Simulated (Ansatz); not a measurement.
Base system: SiC (space group P6_3mc, No. 186).

Space group P6₃mc (No. 186); a = b = 3.0950 Å, c = 15.1865 Å, α = β = 90.00°, γ = 120.00°

```tsv
atom	site	symmetry	x	y	z
Si	2a	3m.	0.0000	0.0000	0.4998
Si	2b	3m.	0.3333	0.6667	0.3331
Si	2b	3m.	0.6667	0.3333	0.1666
C	2a	3m.	0.0000	0.0000	0.3745
C	2b	3m.	0.3333	0.6667	0.2081
C	2b	3m.	0.6667	0.3333	0.0416
```

Level of theory: Ansatz (a program for electronic structure), PBE, PAW, cutoff 420 eV, without spin-orbit coupling, earlier PAW set.

Base values:

The lattice parameter a comes out as 309.5 pm.

Modification: cell and atoms relaxed at a pressure of 10 GPa.

### Question
Predict the new lattice parameter a.

### Answer
The lattice parameter a drops by 4.4 pm (309.5 pm → 305.1 pm).

Load acts through the strain it causes; cell and atoms are relaxed under it. Whether these cells are dynamically stable was not tested. Competing high-pressure phases were not computed.
